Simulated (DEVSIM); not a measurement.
Structure: Schottky contact on n-type Si, at 300 K.

Layer 1 from the left is Si, thickness (μm) 0.970, Nd (cm⁻³) 2.4e16, τn (s) 5.7e-5, τp (s) 5.7e-5.

Left contact: Schottky, work function 4.71 eV, emission velocity 9e6 cm/s. Right contact: ohmic. Voltage is applied to the left contact. Recombination: SRH at mid-gap. Gap narrowing is on: ΔEg = 6.92 meV × (l + √(l² + 0.5)), l = ln(N/1.3e17 cm⁻³), shared equally by both band edges. Mobility is μmin + (μ − μmin)/(1 + (N/Nref)^α).

This is a model device: material constants are rounded textbook-type values typed into the input, and sizes, dopings and lifetimes were drawn at random. Values at 300 K.

Si: gap (eV) 1.124, affinity (eV) 4.05, permittivity 11.7, Nc (cm⁻³) 2.86e19, Nv (cm⁻³) 3.1e19, μn (cm²/Vs) 1417, μp (cm²/Vs) 470, μn,min 52, μp,min 45, Nref,n 9.7e16, Nref,p 2.2e17, αn 0.68, αp 0.72.

Model (solved in DEVSIM): 1D drift-diffusion, Boltzmann statistics, complete ionisation; no tunnelling, impact ionisation, image-force lowering or self-heating. Metal contacts follow the ideal Schottky-Mott rule: no Fermi-level pinning, no interface dipoles.

Dark forward current:

```tsv
|V| (V)	|J| (A/cm²)
0.05	0.001745
0.10	0.01367
0.15	0.09504
0.20	0.6475
0.25	4.359
0.30	28.45
0.35	164.3
0.40	666.3
0.45	1686
0.50	3078
```

Task: Work out the local ideality factor n = ΔV / (kT/q · ln(J2/J1)) between the rows 0.15 and 0.20 V, 0.45 and 0.50 V.

Result: kT/q = 25.85 mV. From 0.15 to 0.20 V: ln(0.6475/0.09504) = 1.919, n = 1.01, near the 1 of diffusion or emission over a barrier. From 0.45 to 0.50 V: ln(3078/1686) = 0.602, n = 3.21; the layers' resistance at their doping, Σ W/(qμN) = 2.4e-5 Ω cm², would take 34 mV of this step of 50 mV.

Task: Estimate the current at 0.20 V for emission alone, J0 = q v N_band exp(−φB/kT), and read the barrier back from the simulated current.

Result: φB = 0.660 eV, N_band = 2.86e19 cm⁻³, J0 = 0.000336 A/cm²; J = J0 (exp(qV/kT) − 1) = 0.771 A/cm². The simulation gives 0.647 A/cm²; the estimate lies 19 % above. Read backwards, the simulated current gives an apparent barrier of 0.665 eV. The estimate leaves out transport through the depletion region and minority injection.
